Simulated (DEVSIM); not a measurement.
System: abrupt Si n-p junction, at 300 K.

Layer 1 from the left is Si, thickness (μm) 84.0, Nd (cm⁻³) 1.2e18, τn (s) 9.7e-5, τp (s) 9.7e-5. Layer 2 from the left is Si, thickness (μm) 10.0, Na (cm⁻³) 5.1e14, τn (s) 9.7e-5, τp (s) 9.7e-5.

Left contact: ohmic. Right contact: ohmic. Voltage is applied to the left contact. Recombination: SRH at mid-gap. Mobility is μmin + (μ − μmin)/(1 + (N/Nref)^α).

This is a model device: material constants are rounded textbook-type values typed into the input, and sizes, dopings and lifetimes were drawn at random. Values at 300 K.

Si: gap (eV) 1.124, affinity (eV) 4.05, permittivity 11.7, Nc (cm⁻³) 2.86e19, Nv (cm⁻³) 3.1e19, μn (cm²/Vs) 1417, μp (cm²/Vs) 470, μn,min 52, μp,min 45, Nref,n 9.7e16, Nref,p 2.2e17, αn 0.68, αp 0.72.

Task: Estimate by hand the built-in potential, the peak field at zero bias, the capacitance at 6 V, and compare with a numerical solution.

Result: 
- Built-in potential: ni = √(Nc Nv) exp(−Eg/2kT) = 1.08e10 cm⁻³ with Eg = 1.124 eV; Vbi = kT/q ln(Na Nd/ni²) = 0.757 V; numerical 0.757 V.
- Peak field at zero bias: depletion approximation: W = √(2εVbi/(qN)) = 1.39 μm with N = 5.10e14 cm⁻³; field = 2Vbi/W = 10900 V/cm; numerical 60200 V/cm (estimate below by 82 %).
- Capacitance at 6 V: C = √(qεN / 2(Vbi + |V|)) = 2.50 nF/cm²; numerical 2.52 nF/cm² (estimate below by 0.77 %).

Simulated with DEVSIM: 1D drift-diffusion, Boltzmann statistics, complete ionisation; no tunnelling, impact ionisation, image-force lowering or self-heating.
